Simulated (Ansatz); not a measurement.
CdS: stress against strain

CdS (wurtzite, P6_3mc, 24.705 Å³/atom at rest, c along z) under a strain ε along c (axis z), the other axes held. PBEsol in Ansatz, a plane-wave DFT program (PAW, default set), 420 eV, 9×9×5 Γ-centred mesh, Fermi-Dirac smearing 0.05 eV; ions are relaxed within the symmetry of each cell. Stress is positive for a compressed cell.

Here s stands for strain and y for stress zz.

```
strain (%)  stress zz (GPa)
----------  ---------------
-3.00                     ?
-1.20                  1.16
-0.60                  0.58
0.00                   0.01
0.60                  -0.55
1.20                  -1.11
```

The 5 complete rows are fitted with a straight line, y against s. Means: s 0, y 0.018. About the means, the sum of products is -3.4020 and the sum of squares of s is 3.6000; the slope is their ratio. Least squares gives y = 0.018 - 0.9450·s. Residuals (row less fit): 0.008, -0.005, -0.008, -0.001, 0.006; standard error 0.008 (degrees of freedom: 3). The slope gives the elastic constant C33 = 94 ± 0.4 GPa.

Task: Predict the withheld y at s = -3.00 from the fit, and compare with the calculation.

Result: y = 0.018 - 0.9450 × (-3.0) = 2.853 GPa. The calculation gives 2.88 GPa, 0.027 GPa above the prediction (0.7 % of the range of y in the table). The row lies outside the fitted rows, so this is an extrapolation. From the scatter of the fitted rows alone, a prediction at this place has a standard error of 0.015 GPa, so the miss is 1.8 times that.

Rows are the converged runs of the series near zero and its far end; series whose fitted rows scatter by over a few per cent of the range, as at a crossing or softening among them, aren't shown in this form. Most that stay on the fit to the last digits aren't either.
